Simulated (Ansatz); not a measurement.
TaN (model structure, started from the NbAs type, I4₁md, No. 109, 4 atoms in the cell), treated with PBE (Ansatz, a quantum-chemistry and plane-wave program, PAW).

Settings: plane-wave cutoff 520 eV, 18×18×18 k mesh, Fermi–Dirac smearing 0.01 eV, scalar-relativistic PAW data made under PBE.

Cell (relaxed at this level):

```yaml
crystal:
  lattice:
    - [-1.45734, 1.45734, 5.14395]
    - [1.45734, -1.45734, 5.14395]
    - [1.45734, 1.45734, -5.14395]
  atoms:
    - { symbol: Ta, position: [0.49875, 0.49875, 0.00000] }
    - { symbol: Ta, position: [0.24875, 0.74875, 0.50000] }
    - { symbol: N, position: [0.91725, 0.91725, 0.00000] }
    - { symbol: N, position: [0.66725, 0.16725, 0.50000] }
```

### Question
Give the computed band gap, smallest direct gap on the k points sampled and direct gap at Γ.

### Answer

- band gap: 0.57 eV
- smallest direct gap on the k points sampled: 0.87 eV
- direct gap at Γ: 4.76 eV

Note: the relaxation could raise the start's symmetry but not lower it, so the cell can be a saddle point.

Spin–orbit coupling is not included.

Static lattice: no zero-point or thermal effects.

The result took roughly 30 core-seconds.

A model structure was made by putting elements into a prototype or built by hand; it is no filed structure, need not be a known phase, and can be a saddle point held by its symmetry.
